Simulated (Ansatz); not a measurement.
ZnS: element substitutions

The parent structure is ZnS in the zinc blende structure (space group F-43m, No. 216).

```yaml
crystal:
  lattice:
    - [0.00000, 2.67846, 2.67846]
    - [2.67846, 0.00000, 2.67846]
    - [2.67846, 2.67846, 0.00000]
  atoms:
    - { symbol: S, position: [0.75000, 0.75000, 0.75000] }
    - { symbol: Zn, position: [0.00000, 0.00000, 0.00000] }
```

Each row replaces one element on all its sites; cell and atoms are relaxed.

Levels (all Ansatz, an electronic-structure program, PAW, earlier PAW set): PBEsol (420 eV, no spin-orbit coupling); r2SCAN (500 eV, no spin-orbit coupling); PBEsol+SOC (420 eV, spin-orbit coupling included); HSE06 (420 eV, no SOC); HSE06+SOC (420 eV, noncollinear with spin-orbit coupling).

Band gaps by level, all at the geometries relaxed with PBEsol:

```tsv
case	PBEsol	r2SCAN	PBEsol+SOC	HSE06	HSE06+SOC
base	2.08 eV	2.78 eV	2.06 eV	3.46 eV	3.43 eV
S → Cl	zero	zero	zero	–	–
S → Se	1.23 eV	1.94 eV	1.11 eV	2.49 eV	2.35 eV
Zn → Cd	1.01 eV	1.60 eV	1.00 eV	2.17 eV	2.15 eV
```

Single points use the geometry relaxed with PBEsol. The spin-orbit shifts are approximate. Stability against distortions was not tested. As relaxed here, ZnCl is a hypothetical phase, not in the database extracts checked. The runs without spin-orbit coupling are not spin-polarised. An odd electron count without spin: ZnCl.
